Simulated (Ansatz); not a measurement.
Band structure of CrO2 (Pnnm, 6 atoms in the cell).

```
CELL_PARAMETERS angstrom
      4.44805     0.00000     0.00000
      0.00000     4.52924     0.00000
      0.00000     0.00000     2.98596
ATOMIC_POSITIONS crystal
  Cr 0.50000 0.50000 0.50000
  Cr 0.00000 0.00000 0.00000
  O  0.79297 0.18982 0.50000
  O  0.20703 0.81018 0.50000
  O  0.29297 0.31018 0.00000
  O  0.70703 0.68982 0.00000
```
Moments meant for the start (each program seeds them in its own way; μB, in the order of the atoms Cr Cr O O O O): 3.0 3.0 0.0 0.0 0.0 0.0.

Computed with PBEsol, PAW files made with PBE (plane waves; Ansatz, a quantum-chemistry and plane-wave program).

Settings: kpoints.mp_grid.grid = 4 4 5; hamiltonian.xc = pbesol; hamiltonian.pseudopotentials = {kind: paw} (the program's default PAW files); magnetization.spin_polarized = true; scf.occupations.method = gaussian; scf.occupations.width = 0.272 eV; kpoints.band_path.npoints = 8.

The starting cell comes from a database of computed structures (which also holds hypothetical and non-ambient phases and stackings), without a prior relaxation at this level. The magnetic order is the one reached from the typed start; others were not searched systematically.

Levels in eV from the Fermi level, bands 25 to 32 of the first spin channel:
```
point     25     26     27     28     29     30    31    32
-----  -----  -----  -----  -----  -----  -----  ----  ----
Γ      -1.15  -1.13  -1.12  -1.11  -0.60   0.88  1.12  3.39
X      -0.73  -0.73  -0.01  -0.01   0.67   0.67  2.25  2.25
S      -1.37  -1.37  -0.73  -0.73   0.77   0.77  1.37  1.37
Y      -0.81  -0.81  -0.33  -0.33   0.27   0.27  3.08  3.08
Z      -0.80  -0.80  -0.33  -0.33   0.25   0.25  3.02  3.02
U      -1.41  -1.41  -0.73  -0.73   0.89   0.89  1.34  1.34
R      -0.72  -0.72  -0.19  -0.19  -0.01  -0.01  2.50  2.50
T      -1.44  -1.44  -1.11  -1.11   0.81   0.81  2.45  2.45
```

Bands cross the Fermi level along this path, so the cell is metallic at this level.

The net moment of the cell came out as 4.00 μB.

Keys are those of Ansatz 0.2.
